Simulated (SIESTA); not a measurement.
## Variants of one calculation on Na2LiLuCl6 (Fm-3m, 10 atoms in the cell)

```yaml
crystal:
  lattice:
    - [0.00000, 5.12202, 5.12202]
    - [5.12202, 0.00000, 5.12202]
    - [5.12202, 5.12202, 0.00000]
  atoms:
    - { symbol: Na, position: [0.75000, 0.75000, 0.75000] }
    - { symbol: Na, position: [0.25000, 0.25000, 0.25000] }
    - { symbol: Li, position: [0.50000, 0.50000, 0.50000] }
    - { symbol: Lu, position: [0.00000, 0.00000, 0.00000] }
    - { symbol: Cl, position: [0.74804, 0.25196, 0.25196] }
    - { symbol: Cl, position: [0.25196, 0.74804, 0.74804] }
    - { symbol: Cl, position: [0.25196, 0.74804, 0.25196] }
    - { symbol: Cl, position: [0.74804, 0.25196, 0.74804] }
    - { symbol: Cl, position: [0.25196, 0.25196, 0.74804] }
    - { symbol: Cl, position: [0.74804, 0.74804, 0.25196] }
```

Base run A: GGA PBEsol, numerical atomic orbitals DZP, PseudoDojo PBEsol standard norm-conserving potentials (rewritten from UPF to PSML) (SIESTA), self-consistent single point.

Its settings: XC.functional = GGA; XC.authors = PBEsol; potentials = PseudoDojo PBEsol standard; PAO.BasisSize = DZP; PAO.EnergyShift = 0.005 Ry; MeshCutoff = 400 Ry; kgrid.MonkhorstPack = 4 4 4; OccupationFunction = FD; ElectronicTemperature = 580.23 K; PAO.Polarization.NonPerturbative = true; MaxSCFIterations = 150; SCF.Mixer.Method = Broyden; SCF.Mixer.Weight = 0.2; SCF.Mixer.History = 8; SCF.DM.Tolerance = 1.0E-05.

The starting cell comes from a database of computed structures (which also holds hypothetical and non-ambient phases and stackings), without a prior relaxation at this level. Its lattice was rescaled by a random factor within 2.5 % of one. Spin-orbit coupling is off. Values carry the incompleteness of an atom-centred basis.

ΔF is the free energy per atom less that of run A. 

Run A gave: pressure (GPa) -2.22; largest force (eV/Å) 0.188; gap on the mesh (eV) 4.027; k-points 44; valence electrons 88.

Runs:
- B: lattice scaled by 1.03
- C: 2 x 1 x 1 supercell, mesh divided to match; kgrid.MonkhorstPack: 4 4 4 → 2 4 4
- D: MeshCutoff: 400 Ry → 300 Ry
- E: MaxSCFIterations: 150 → 300; SCF.Mixer.Weight: 0.2 → 0.05
- F: PAO.SplitNorm: default → 0.05

### Question
What does run D change against A?

### Answer
The free energy falls by 3.2 meV/atom, the pressure moves little (-2.22 to -2.17 GPa), the largest force goes from 0.188 to 0.182 eV/Å and the gap on the mesh stays at 4.027 eV.

### Question
What does run F change against A?

### Answer
The free energy goes down by 17.4 meV/atom, the pressure goes from -2.22 to -2.34 GPa, the largest force goes from 0.188 to 0.209 eV/Å and the gap on the mesh goes from 4.027 to 3.956 eV.

### Question
What does run B change against A?

### Answer
The free energy rises by 52.2 meV/atom, the pressure goes from -2.22 to -4.12 GPa, the largest force goes from 0.188 to 0.582 eV/Å and the gap on the mesh goes from 4.027 to 3.946 eV.

```json
[
 {"run": "A", "ΔF (meV/atom)": "0.00", "pressure (GPa)": "-2.22", "largest force (eV/Å)": "0.188", "gap on the mesh (eV)": "4.027", "k-points": "44", "valence electrons": "88"},
 {"run": "B", "ΔF (meV/atom)": "52.2", "pressure (GPa)": "-4.12", "largest force (eV/Å)": "0.582", "gap on the mesh (eV)": "3.946", "k-points": "44", "valence electrons": "88"},
 {"run": "C", "ΔF (meV/atom)": "0.00", "pressure (GPa)": "-2.22", "largest force (eV/Å)": "0.188", "gap on the mesh (eV)": "4.027", "k-points": "23", "valence electrons": "176"},
 {"run": "D", "ΔF (meV/atom)": "-3.2", "pressure (GPa)": "-2.17", "largest force (eV/Å)": "0.182", "gap on the mesh (eV)": "4.027", "k-points": "44", "valence electrons": "88"},
 {"run": "E", "ΔF (meV/atom)": "0.00", "pressure (GPa)": "-2.22", "largest force (eV/Å)": "0.188", "gap on the mesh (eV)": "4.027", "k-points": "44", "valence electrons": "88"},
 {"run": "F", "ΔF (meV/atom)": "-17.4", "pressure (GPa)": "-2.34", "largest force (eV/Å)": "0.209", "gap on the mesh (eV)": "3.956", "k-points": "44", "valence electrons": "88"}
]
```
